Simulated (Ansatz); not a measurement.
# A worked fit of the pressure against the volume, with one run withheld: Sn (I4_1/amd, 2 atoms in the cell)

```
Sn
1.0
   -2.94014     2.94014     1.59930
    2.94014    -2.94014     1.59930
    2.94014     2.94014    -1.59930
Sn
2
Direct
  0.75000   0.25000   0.50000
  0.00000   0.00000   0.00000
```

Method of the run: PBE, harder PAW files (source: ansatz) (plane waves; Ansatz, an electronic-structure program).

Base settings: basis.ecutwfc = 640 eV; kpoints.mp_grid.grid = 12 12 12; hamiltonian.xc = pbe; hamiltonian.pseudopotentials = {kind: paw, source: ansatz}; scf.occupations.method = methfessel_paxton; scf.occupations.width = 0.05 eV.

The starting cell comes from a database of computed structures (which also holds hypothetical and non-ambient phases and stackings), without a prior relaxation at this level. Ansatz's pressure includes its estimate of the finite-basis (Pulay) stress.

Murnaghan's equation with B′ set to 4 (a common value, assumed and not fitted) makes the pressure a straight line in x = (V₁/V)⁴, here with V₁ = 27.650 Å³/atom: P = a + b·x. The rows are the cell shown with its lattice scaled (for instance lattice scaled by 0.97, lattice scaled by 0.985, lattice scaled by 1.015, lattice scaled by 1.03); fractional positions and shape were held.

```
volume (Å³/atom)  (V₁/V)⁴  pressure (GPa)
----------------  -------  --------------
30.214             0.7014           -2.55
28.913             0.8364               ?
27.650             1.0000            1.34
26.424             1.1989            4.06
25.235             1.4413            7.48
```

**Question.** Fit the line to the 4 rows given and predict the withheld one.

**Answer.** Means: x̄ = 1.0854, ȳ = 2.5825. Σ(x − x̄)(y − ȳ) = 3.988 and Σ(x − x̄)² = 0.2943, so b = 13.55 and a = ȳ − b·x̄ = -12.125; P = 0 at x₀ = −a/b = 0.8948, so V₀ = V₁·x₀^(−1/4) = 28.43 Å³/atom and B₀ = 4·b·x₀ = 48 GPa (for B′ = 4 and held positions). The largest residual of the fitted rows is 0.085. At x = 0.8364 the line gives -0.79 GPa. The run gave -0.82 GPa, a miss of 0.03 GPa. The rows were chosen because the form fits them, the withheld one included, so this shows the method and is no test of the form.

Left out of this page: 5 runs of the series outside the window shown, repeating another row's setting, or not comparable.

Keys are those of Ansatz 0.2.
